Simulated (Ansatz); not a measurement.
## TaAlO4 under a change: pressure 0.3 GPa

Take TaAlO$_{4}$ (space group C2/m, No. 12; a = 12.154 Å, b = 3.782 Å, c = 6.454 Å, α = γ = 90.00°, β = 107.73°) as the base.

Now apply this change: cell and atoms relaxed at a pressure of 0.3 GPa.

Computed with plane-wave PAW DFT at the PBEsol level (Ansatz, a quantum-chemistry and plane-wave program, 420 eV), no SOC. k-mesh 7×7×5 (Γ-centred); smearing 0.05 eV (Fermi–Dirac).

The volume per atom is nearly the same (11.77 Å³ against 11.76 Å³) and the density is nearly the same (6.39 g/cm³ against 6.40 g/cm³). The shortest interatomic distance is nearly the same (1.809 Å against 1.808 Å) and the enthalpy H = E + PV relative to the base's energy amounts to +0.02 eV/atom. The band gap is still 4.13 eV and the gap character remains indirect, M₂–D (83 % along) → A. The smallest direct gap remains 4.46 eV and the width of the top valence band is still 0.58 eV.

Final structure:

```
TaAlO4
1.0
    6.07390    -1.89013    -0.00030
    6.07390     1.89013    -0.00030
   -1.96494     0.00000     6.14489
Ta Al O
2 2 8
Cartesian
  0.82961   0.00000   1.42517
  9.35325   0.00000   4.71913
  0.82829   0.00000   5.04203
  9.35457   0.00000   1.10227
  7.39578   0.00000   1.24152
  2.78708   0.00000   4.90278
 -1.00187   0.00000   5.31556
 11.18473   0.00000   0.82874
  9.50020   0.00000   2.91692
  0.68265   0.00000   3.22738
  7.27550   0.00000   5.26948
  2.90736   0.00000   0.87482
```

With Ta present, leaving out spin-orbit coupling can change the band edges. Load acts through the strain it causes; cell and atoms are relaxed under it. Whether these cells are dynamically stable was not tested.
